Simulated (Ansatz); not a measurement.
System: cubic perovskite KZnF₃. Method: PBE in Ansatz (PAW).

Numerical settings: plane-wave cutoff 520 eV, 8×8×8 k mesh, Fermi–Dirac smearing 0.01 eV, scalar-relativistic PAW data made under PBE.

Cell (relaxed at this level):

```cif
data_F3KZn
_chemical_formula_sum 'K1 Zn1 F3'
_space_group_name_H-M_alt 'P 1'
_space_group_IT_number 1
_cell_length_a 4.12750
_cell_length_b 4.12750
_cell_length_c 4.12750
_cell_angle_alpha 90.000
_cell_angle_beta 90.000
_cell_angle_gamma 90.000
loop_
_space_group_symop_operation_xyz
  'x, y, z'
loop_
_atom_site_label
_atom_site_type_symbol
_atom_site_fract_x
_atom_site_fract_y
_atom_site_fract_z
_atom_site_occupancy
K1 K 0.00000 0.00000 0.00000 1
Zn1 Zn 0.50000 0.50000 0.50000 1
F1 F 0.50000 0.00000 0.50000 1
F2 F 0.00000 0.50000 0.50000 1
F3 F 0.50000 0.50000 0.00000 1
```

What does this level give for the bulk modulus B0, band gap, smallest direct gap on the k points sampled and pressure derivative B′ of the bulk modulus?


* **bulk modulus B0**: 69.9 GPa
* **band gap**: 3.72 eV (indirect)
* **smallest direct gap on the k points sampled**: 5.22 eV
* **pressure derivative B′ of the bulk modulus**: 4.7

Measured, for comparison: bulk modulus 80 GPa (temperature not stated, no zero-point or thermal correction, (C11+2C12)/3; as tabulated in Vaitheeswaran et al. (2016), arXiv:1609.00541). Computed (rounded) less measured: bulk modulus -13 %.

Computed values are for the static lattice.

Ansatz is a program for electronic structure.
